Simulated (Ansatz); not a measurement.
# VN, response to strain

Consider VN in the rock salt structure (space group Fm-3m, No. 225; relaxed with 0.1 eV smearing).

```
CELL_PARAMETERS angstrom
      0.00000     2.03739     2.03739
      2.03739     0.00000     2.03739
      2.03739     2.03739     0.00000
ATOMIC_POSITIONS crystal
  N  0.00000 0.00000 0.00000
  V  0.50000 0.50000 0.50000
```

Cartesian axes are those of the cell as printed.

Strains are applied to the cell and any free atomic positions relax; under biaxial strain the out-of-plane vector relaxes too.

Calculations: PBEsol/PAW in Ansatz (a first-principles code), no SOC, earlier PAW set.

Candidates:
(a) tensor shear ε_xz = −0.79 %
(b) biaxial strain +0.30 %, plane normal [111], relaxed out of plane
(c) isotropic strain −2.92 %

Notes on the quantities. energy relative to the base: free energy F.

Q: Order them by energy relative to the base, highest first.

A: (c) isotropic strain −2.92 % (+77 meV/atom), (a) tensor shear ε_xz = −0.79 % (+0.9 meV/atom), (b) biaxial strain +0.30 %, plane normal [111], relaxed out of plane (+0.3 meV/atom)

Stability against distortions was not tested. Seeded moments were not kept for the base. The final runs are not spin-polarised.
